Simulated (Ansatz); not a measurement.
**Pressure series in WC**

Start from WC (space group P-6m2, No. 187; a = 2.912 Å, c = 2.836 Å).

Cell and atoms are relaxed at each pressure.

Computed with plane-wave PAW DFT at the r2SCAN level (Ansatz, a first-principles code, 500 eV), no spin-orbit coupling.

```json
[
 {"P (GPa)": "-2.00", "V (Å³/atom)": "10.468"},
 {"P (GPa)": "-1.00", "V (Å³/atom)": "10.441"},
 {"P (GPa)": "0.30", "V (Å³/atom)": "10.407"},
 {"P (GPa)": "0.70", "V (Å³/atom)": "10.397"},
 {"P (GPa)": "1.50", "V (Å³/atom)": "10.377"},
 {"P (GPa)": "3.00", "V (Å³/atom)": "10.339"},
 {"P (GPa)": "5.00", "V (Å³/atom)": "10.289"},
 {"P (GPa)": "7.50", "V (Å³/atom)": "10.229"},
 {"P (GPa)": "10.00", "V (Å³/atom)": "10.171"}
]
```

Question: Fit a third-order Birch–Murnaghan equation of state.

Answer: Least squares on P(V) = (3B₀/2)[(V₀/V)^(7/3) − (V₀/V)^(5/3)]·[1 + (3/4)(B₀′ − 4)((V₀/V)^(2/3) − 1)] gives V₀ = 10.42 Å³/atom, B₀ = 401 GPa and B₀′ = 4.2.

Load acts through the strain it causes; cell and atoms are relaxed under it. Stability against distortions was not tested. Competing high-pressure phases were not computed. The final runs are not spin-polarised.
